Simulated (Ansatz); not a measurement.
# Fe: pressure series

Base system: Fe in the bcc (W type) structure (space group Im-3m, No. 229; a = 2.8318 Å; ferromagnetic).

Cell and atoms are relaxed at each pressure.

Method: Ansatz (an electronic-structure program) PBE, without spin-orbit coupling.

Two rows of this table had their results exchanged by mistake.

```json
[
 {"pressure": "pressure −2 GPa", "volume per atom (Å³)": "11.47", "shortest distance (Å)": "2.461", "band gap": "zero"},
 {"pressure": "pressure −1 GPa", "volume per atom (Å³)": "11.41", "shortest distance (Å)": "2.457", "band gap": "zero"},
 {"pressure": "pressure 0.9 GPa", "volume per atom (Å³)": "11.11", "shortest distance (Å)": "2.435", "band gap": "zero"},
 {"pressure": "pressure 2.1 GPa", "volume per atom (Å³)": "11.24", "shortest distance (Å)": "2.444", "band gap": "zero"},
 {"pressure": "pressure 4.5 GPa", "volume per atom (Å³)": "11.30", "shortest distance (Å)": "2.449", "band gap": "zero"},
 {"pressure": "pressure 9 GPa", "volume per atom (Å³)": "10.88", "shortest distance (Å)": "2.418", "band gap": "zero"},
 {"pressure": "pressure 15 GPa", "volume per atom (Å³)": "10.62", "shortest distance (Å)": "2.398", "band gap": "zero"},
 {"pressure": "pressure 22.5 GPa", "volume per atom (Å³)": "10.34", "shortest distance (Å)": "2.377", "band gap": "zero"},
 {"pressure": "pressure 30 GPa", "volume per atom (Å³)": "10.11", "shortest distance (Å)": "2.359", "band gap": "zero"}
]
```

Which two?

The rows for pressure 0.9 GPa and pressure 4.5 GPa: the volume has to fall steadily with pressure, so 11.30 Å³ belongs to pressure 0.9 GPa and 11.11 Å³ to pressure 4.5 GPa.

Other magnetic orders, which the real material may have, were not ruled out. Load acts through the strain it causes; cell and atoms are relaxed under it. Whether these cells are dynamically stable was not tested. Measured, Fe leaves this structure (for hcp) near 13 GPa (room temperature; as listed in N. A. Zarkevich, D. D. Johnson, Physical Review B (2015)), on rising pressure, with hysteresis.
